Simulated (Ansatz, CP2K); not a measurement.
An Ansatz (an electronic-structure program) input for a self-consistent single point of PbO₂ (P4_2/mnm, 6 atoms in the cell) (DFT, PBEsol, plane waves, default PAW files made with PBE):

Ansatz 0.2 input:
```yaml
crystal:
  lattice:
    - [5.062891, 0.000000, 0.000000]
    - [0.000000, 5.062891, 0.000000]
    - [0.000000, 0.000000, 3.455362]
  atoms:
    - { symbol: Pb, position: [0.000000, 0.000000, 0.000000] }
    - { symbol: Pb, position: [0.500000, 0.500000, 0.500000] }
    - { symbol: O, position: [0.307430, 0.307430, 0.000000] }
    - { symbol: O, position: [0.692570, 0.692570, 0.000000] }
    - { symbol: O, position: [0.192570, 0.807430, 0.500000] }
    - { symbol: O, position: [0.807430, 0.192570, 0.500000] }
basis:
  ecutwfc: 30.9 Ry
kpoints:
  mp_grid: { grid: [5, 5, 7] }
hamiltonian:
  xc: pbesol
  pseudopotentials: { kind: paw }
scf:
  occupations: { method: gaussian, width: 0.0147 Ry }
output:
  forces: true
  eigenvalues: true
  stress: true
```

Question: Write the same calculation as an input for CP2K.

Answer: One input that does it (others would too):

```
&GLOBAL
  PROJECT scf
  RUN_TYPE ENERGY_FORCE
  PRINT_LEVEL LOW
&END GLOBAL
&FORCE_EVAL
  METHOD Quickstep
  STRESS_TENSOR ANALYTICAL
  &DFT
    BASIS_SET_FILE_NAME BASIS_MOLOPT_UZH
    POTENTIAL_FILE_NAME POTENTIAL_UZH
    &QS
      METHOD GPW
      EPS_DEFAULT 1E-11
    &END QS
    &MGRID
      CUTOFF 450
      REL_CUTOFF 60
      NGRIDS 5
    &END MGRID
    &SCF
      SCF_GUESS ATOMIC
      EPS_SCF 1E-6
      MAX_SCF 100
      ADDED_MOS 6
      &DIAGONALIZATION
        ALGORITHM STANDARD
      &END DIAGONALIZATION
      &MIXING
        METHOD BROYDEN_MIXING
        ALPHA 0.2
        NBUFFER 8
      &END MIXING
      &SMEAR ON
        METHOD GAUSSIAN
        SIGMA [eV] 0.2
      &END SMEAR
    &END SCF
    &KPOINTS
      SCHEME MONKHORST-PACK 5 5 7
    &END KPOINTS
    &XC
      &XC_FUNCTIONAL
        &PBE
          PARAMETRIZATION PBESOL
        &END PBE
      &END XC_FUNCTIONAL
    &END XC
    &PRINT
      &MO
        EIGENVALUES T
        OCCUPATION_NUMBERS T
        NDIGITS 8
        FILENAME mo
        &EACH
          QS_SCF 0
        &END EACH
        ADD_LAST NUMERIC
      &END MO
      &MULLIKEN OFF
      &END MULLIKEN
    &END PRINT
  &END DFT
  &SUBSYS
    &CELL
      A 5.06289100 0.00000000 0.00000000
      B 0.00000000 5.06289100 0.00000000
      C 0.00000000 0.00000000 3.45536200
      PERIODIC XYZ
    &END CELL
    &COORD
      Pb       0.00000000     0.00000000     0.00000000
      Pb       2.53144550     2.53144550     1.72768100
      O        1.55648458     1.55648458     0.00000000
      O        3.50640642     3.50640642     0.00000000
      O        0.97496092     4.08793008     1.72768100
      O        4.08793008     0.97496092     1.72768100
    &END COORD
    &KIND Pb
      BASIS_SET DZVP-MOLOPT-PBE-GTH-q4
      POTENTIAL GTH-PBE-q4
    &END KIND
    &KIND O
      BASIS_SET DZVP-MOLOPT-PBE-GTH-q6
      POTENTIAL GTH-PBE-q6
    &END KIND
  &END SUBSYS
  &PRINT
    &FORCES ON
    &END FORCES
    &STRESS_TENSOR ON
    &END STRESS_TENSOR
  &END PRINT
&END FORCE_EVAL
```

Basis, cutoffs, solver keys and any potentials are the target program's own. This input uses DFT PBEsol, GPW, DZVP-MOLOPT-PBE-GTH basis, GTH-PBE potentials (POTENTIAL_UZH). The width in Ry is rounded to four decimals.

The starting cell comes from a database of computed structures (which also holds hypothetical and non-ambient phases and stackings), without a prior relaxation at this level. Its lattice was rescaled by a random factor within 2.5 % of one.
